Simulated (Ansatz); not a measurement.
HfB2 (P6/mmm), PBEsol, DFPT electron-phonon coupling, linearised Boltzmann equation (Ansatz, an electronic-structure program): phonon-limited resistivity 4.37 μΩ·cm at 300 K along y (a = (3.13, 0.00, 0.00) Å; b = (-1.56, 2.71, 0.00) Å; c = (0.00, 0.00, 3.45) Å), 6.68 μΩ·cm at 400 K.

Problem. What is the classical skin depth at 1 GHz (nonmagnetic, μ₀ = 1.257×10⁻⁶ H/m)?

Solution. δ = √(ρ/(π f μ₀)) = 3330 nm.

Problem. What temperature coefficient of resistance follows, and how does it compare with 1/T?

Solution. (ρ₄₀₀ − ρ₃₀₀)/(100 K × ρ₃₀₀) = 5.29×10⁻³ K⁻¹, against 1/T = 3.33×10⁻³ K⁻¹ for a resistivity proportional to T. It lies higher because phonons are still being populated at 300 K; impurities would add a constant and lower it.

Problem. Estimate the electronic thermal conductivity at 300 K by the Wiedemann-Franz law (L₀ = 2.44×10⁻⁸ W·Ω/K²).

Solution. L₀T/ρ = 2.44×10⁻⁸ × 300/(4.37×10⁻⁸) = 168 W/(m·K). Inelastic scattering puts the true Lorenz number somewhat under L₀ near and below the Debye temperature.

A metal at this level (no band gap). Only scattering by harmonic phonons is included (no impurities, grain boundaries, electron-electron scattering or thermal expansion). Spin-orbit coupling is left out, which matters with elements this heavy. The run warned that the eigensolver left some states short of its tolerance. Halving the electron mesh (32x32x24) moves the resistivity by up to 2 % at 300 K. Smearing 0.20 eV; phonons on a 5x5x4 q mesh, which this run doesn't test.
